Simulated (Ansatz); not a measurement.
# A computed series for Ru: response to strain

Consider Ru in the hcp (Mg type) structure (space group P6_3/mmc, No. 194; a = 2.676 Å, c = 4.224 Å; relaxed with 0.1 eV smearing). Axes: x lies along a and z along c of the hexagonal cell.

Strains are applied to the cell and any free atomic positions relax.

Computed with Ansatz (a quantum-chemistry and plane-wave program) LDA, no spin-orbit coupling.

Notes on the quantities. energy relative to the base: free energy F.

| uniaxial strain ε_zz (%) | energy relative to the base (meV/atom) |
|---|---|
| 0 | 0.0 |
| 0.5 | 0.7 |
| 1 | ? |
| 1.5 | 6.6 |
| 2 | 11.5 |
| 2.5 | 17.7 |
| 3 | 25.2 |

Task: Fit ΔE = Aε² + Bε³ (ε in %) to the rows shown and predict the withheld row.

Result: Least squares on the printed values gives A = 3.03 and B = -0.077 meV/atom (largest residual 0.0 meV/atom); this predicts 3.0 meV/atom, and the run gives 2.9 meV/atom, in agreement.

No phonon test of stability was made. All final runs are without spin polarisation.
